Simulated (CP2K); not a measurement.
Worked example: self-consistent single point of CdTe (F-43m, 2 atoms in the cell) in CP2K.

Method: LDA (Pade form), GPW, DZVP-MOLOPT-SR-GTH basis, GTH-PADE potentials (GTH_POTENTIALS) in CP2K.

```xyz
2
Lattice="4.5821 0.0000 0.0000 2.2910 3.9682 0.0000 2.2910 1.3227 3.7412" Properties=species:S:1:pos:R:3 pbc="T T T"
Cd     0.0000     0.0000     0.0000
Te     2.2910     1.3227     0.9353
```

Reference input (self-consistent single point, DFT PBE, GPW, DZVP-MOLOPT-SR-GTH basis, GTH-PBE potentials (GTH_POTENTIALS)): CUTOFF = 500 Ry; REL_CUTOFF = 60 Ry; SMEAR/METHOD = FERMI_DIRAC; ELECTRONIC_TEMPERATURE = 580.23 K; KPOINTS/SCHEME = MONKHORST-PACK 5 5 5; XC_FUNCTIONAL = PBE; Cd/BASIS_SET = DZVP-MOLOPT-SR-GTH; Cd/POTENTIAL = GTH-PBE-q12; Te/BASIS_SET = DZVP-MOLOPT-SR-GTH; Te/POTENTIAL = GTH-PBE-q6; METHOD = GPW; EPS_DEFAULT = 1e-11. This run's input differs from it in these lines:

```diff
@@ -42,3 +42,3 @@
     &XC
-      &XC_FUNCTIONAL PBE
+      &XC_FUNCTIONAL PADE
       &END XC_FUNCTIONAL
@@ -73,3 +73,3 @@
       BASIS_SET DZVP-MOLOPT-SR-GTH
-      POTENTIAL GTH-PBE-q12
+      POTENTIAL GTH-PADE-q12
     &END KIND
@@ -77,3 +77,3 @@
       BASIS_SET DZVP-MOLOPT-SR-GTH
-      POTENTIAL GTH-PBE-q6
+      POTENTIAL GTH-PADE-q6
     &END KIND
```

Output, abridged:

```
 SCF WAVEFUNCTION OPTIMIZATION

  Step     Update method      Time    Convergence         Total energy    Change
     1 NoMix/Diag. 0.30E+00      -     1.25419934       -54.3924005610 -5.44E+01
     2 Broy./Diag. 0.30E+00      -     0.05410261       -54.6787515512 -2.86E-01
     3 Broy./Diag. 0.30E+00      -     0.04709516       -54.4369127882  2.42E-01
     4 Broy./Diag. 0.30E+00      -     0.00635429       -54.3206454307  1.16E-01
     5 Broy./Diag. 0.30E+00      -     0.00278829       -54.3155163519  5.13E-03
     6 Broy./Diag. 0.30E+00      -     0.00004575       -54.3179359388 -2.42E-03
   [... 3 lines left out ...]
    10 Broy./Diag. 0.30E+00      -     0.00000159       -54.3176837541 -8.66E-07
    11 Broy./Diag. 0.30E+00      -     0.00000024       -54.3176789065  4.85E-06
    12 Broy./Diag. 0.30E+00      -     0.00000017       -54.3176794083 -5.02E-07
    13 Broy./Diag. 0.30E+00      -     6.2694E-09       -54.3176799826 -5.74E-07
  *** SCF run converged in    13 steps ***

  Overlap energy of the core charge distribution:               0.00000000144813
  Self energy of the core charge distribution:                -91.51913244584948
  Core Hamiltonian energy:                                     27.44071656165379
  Hartree energy:                                              18.06725424226540
  Exchange-correlation energy:                                 -8.30651691273424
  Electronic entropic energy:                                  -0.00000142940265
  Fermi energy:                                                 0.11693461634473

  Total energy:                                               -54.31767998261900
  Total energy (extrapolated to T->0):                        -54.31767926791768

                     Mulliken Population Analysis

   [... lines left out ...]

 STRESS| Analytical stress tensor [bar]
 STRESS|                        x                   y                   z
 STRESS|      x       -5.34425193616E+03   5.99127483361E-04   3.88057761682E-04
 STRESS|      y        5.99127483361E-04  -5.34421360004E+03   2.79679971812E-03
 STRESS|      z        3.88057761682E-04   2.79679971812E-03  -5.34431597351E+03
 STRESS| 1/3 Trace                                            -5.34426050324E+03
```

The run converged in 13 iterations. Against the reference run the pressure goes from 3.37 to -0.53 GPa and the gap on the mesh goes from 0.855 to 0.625 eV.

The starting cell has typed, rounded lattice constants, without a prior relaxation at this level. Spin-orbit coupling is off. Values carry the incompleteness of an atom-centred basis.

Cost on one core of a shared machine: roughly 40 s.
